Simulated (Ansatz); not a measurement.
**SnTe: biaxial strain −2.50 %, plane normal [001], relaxed out of plane**

Base system: SnTe in the rock salt structure (space group Fm-3m, No. 225; a = 6.3697 Å). Axes: x, y, z lie along the cube axes.

One thing is altered: compressive biaxial strain of 2.50 % in the plane normal to [001], as in epitaxy on a mismatched substrate; the out-of-plane cell vector and the atoms relax.

Method: r2SCAN (Ansatz, a first-principles code, PAW, no spin-orbit coupling). Γ-centred 13×13×13 mesh, Fermi–Dirac width 0.05 eV.

The volume per atom drops by 1.56 Å³, from 32.30 Å³ to 30.74 Å³ and the space group becomes I4/mmm (No. 139) (base: Fm-3m (No. 225)). The shortest interatomic distance drops by 0.080 Å to 3.105 Å and the energy grows by 18 meV/atom. The pressure (mean of the normal stresses, compression positive) goes from zero to 2.5 GPa and the band gap goes from 0.13 eV to zero. The out-of-plane strain is +0.11 % (rough) and the mean in-plane stress (compression positive) comes out as +3.8 GPa (rough).

Final structure (turned so that z lies along the plane normal):

```xyz
2
Lattice="4.3914 0.0000 0.0000 0.0000 4.3914 0.0000 2.1957 -2.1957 3.1884" Properties=species:S:1:pos:R:3 pbc="T T T"
Sn     0.0000     0.0000     0.0000
Te     2.1957     2.1957     0.0000
```

Without a gap, meshes like the base's 13×13×13 leave anisotropic stresses uncertain by several tenths of a GPa, and small strain energies with them. Spin-orbit coupling, missing from the scalar runs, can matter with Te. Whether these cells are dynamically stable was not tested. All final runs are without spin polarisation. Gaps under 0.05 eV, about the width of the smearing, are given as zero. The zero or small gap of SnTe can change with the level of theory.
